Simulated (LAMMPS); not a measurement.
MD of ZrO2 (fluorite) at zero pressure, 324 atoms, as a crystal; each row is its own run.

Model: classical MD, Buckingham potential of Woodley, Battle, Gale and Catlow, Phys. Chem. Chem. Phys. 1, 2535 (1999), used with rigid ions (no shells), PPPM sums, short-range terms cut at 10 Å, modified for these runs by an r^-4 repulsive force inside the short-range force's maximum; code LAMMPS.

```csv
T (K),enthalpy (eV/atom)
200,-37.878
1350,-37.571
1800,-37.452
2700,-37.199
3600,-36.934
```

Question: Fit a straight line, y = a + b x, to these rows (x is the first column, y the second) and predict the run at x = 300.

Answer: Least squares gives a = -37.942 and b = 0.0002773. At x = 300 the fit predicts -37.859 eV/atom. The run itself gave -37.8522 ± 0.0003 eV/atom, so the fit is 7 meV/atom low.

Caution: the potential ionic pair potential woodley1999 is fitted for structure prediction of static crystals.

Caution: in nature this polymorph isn't the stable one over the whole range of temperature at this pressure, and short runs keep a crystal in its starting form.

Caution (rows 1350; 1800; 2700; 3600): a run this short can hold a crystal over, or a liquid under, the potential's own melting point, which these runs don't give.
